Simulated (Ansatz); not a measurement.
Cubic perovskite CsSnI3 (cubic high-temperature phase), treated with BLYP in Ansatz (PAW).

Numerical settings: plane-wave cutoff 520 eV, 6×6×6 k mesh, Fermi–Dirac smearing 0.01 eV, scalar-relativistic PAW data made under PBE.

Response to compression and expansion:

| V (Å³/atom) | P (GPa) | direct gap at Γ (eV) | smallest gap on the k mesh (eV) |
|---|---|---|---|
| 50.941 | 0.90 | 4.278 | 0.714 |
| 52.025 | 0.56 | 4.247 | 0.788 |
| 53.109 | 0.27 | 4.219 | 0.856 |
| 54.193 | 0.00 | 4.191 | 0.919 |
| 55.276 | -0.24 | 4.165 | 0.977 |
| 56.360 | -0.45 | 4.139 | 1.031 |
| 57.444 | -0.64 | 4.115 | 1.079 |

The fundamental gap (0.92 eV at the equilibrium volume, with added k points) lies elsewhere than Γ–Γ.

Note: the cell is over a tenth larger than the published one: the level's own overestimate first of all, though another phase or state, or a fault of the published cell, is possible; the relaxation could not lower the start's symmetry, so the cell can be a saddle point above a distorted one.

Spin–orbit coupling is not included; with these elements it can move the gap by several tenths of an eV or more.

Ansatz is a first-principles code.
